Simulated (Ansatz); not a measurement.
Base system: InSb in the zinc blende structure (space group F-43m, No. 216; a = 6.6350 Å).

Structures relaxed with Kohn–Sham DFT with the PBE functional, run in Ansatz (a first-principles code) with PAW and 420 eV plane waves, no SOC, earlier PAW set.

Base:

Simulated powder pattern, Co Kα, λ = 1.79026 Å (kinematic, ideal powder, no thermal factors, no anomalous dispersion; the 10 strongest lines at most, above 2 %, up to 2θ = 90°):

```json
[
 {"2θ (°)": "27.03", "I/Imax (%)": "100", "hkl": "(111)"},
 {"2θ (°)": "44.86", "I/Imax (%)": "78", "hkl": "(220)"},
 {"2θ (°)": "53.16", "I/Imax (%)": "48", "hkl": "(311)"},
 {"2θ (°)": "65.32", "I/Imax (%)": "13", "hkl": "(400)"},
 {"2θ (°)": "72.04", "I/Imax (%)": "19", "hkl": "(331)"},
 {"2θ (°)": "82.74", "I/Imax (%)": "27", "hkl": "(422)"},
 {"2θ (°)": "89.02", "I/Imax (%)": "16", "hkl": "(511)"}
]
```

After one change:

Simulated powder pattern, Co Kα, λ = 1.79026 Å (kinematic, ideal powder, no thermal factors, no anomalous dispersion; the 10 strongest lines at most, above 2 %, up to 2θ = 90°):

```json
[
 {"2θ (°)": "26.75", "I/Imax (%)": "93"},
 {"2θ (°)": "27.45", "I/Imax (%)": "99"},
 {"2θ (°)": "44.45", "I/Imax (%)": "26"},
 {"2θ (°)": "44.82", "I/Imax (%)": "100"},
 {"2θ (°)": "46.22", "I/Imax (%)": "23"},
 {"2θ (°)": "52.50", "I/Imax (%)": "19"},
 {"2θ (°)": "53.04", "I/Imax (%)": "33"},
 {"2θ (°)": "54.21", "I/Imax (%)": "27"},
 {"2θ (°)": "82.12", "I/Imax (%)": "17"},
 {"2θ (°)": "84.66", "I/Imax (%)": "17"}
]
```

### Question
What was done to the base?
A. x(Nb) = 0.75, 8 atoms, R3m
B. x(Nb) = 0.333, 6 atoms, I-4m2
C. x(Nb) = 0.25, 8 atoms, R3m
D. x(Nb) = 0.25, 8 atoms, Pmm2

### Answer
D, x(Nb) = 0.25, 8 atoms, Pmm2. Its volume per atom is 36.25 Å³ against 36.51 Å³, and its space group is Pmm2 (No. 25).

Each cell is one ordered arrangement of few atoms, which overstates ordering effects compared with a random alloy. Stability against distortions was not tested. All final runs are without spin polarisation. NbIn4Sb3, NbIn3Sb2 and Nb3In4Sb have a high density of states at the Fermi level and may be magnetic at this level. Under x(Nb) = 0.75, 8 atoms, R3m the cell changed shape so far that it is another structure.
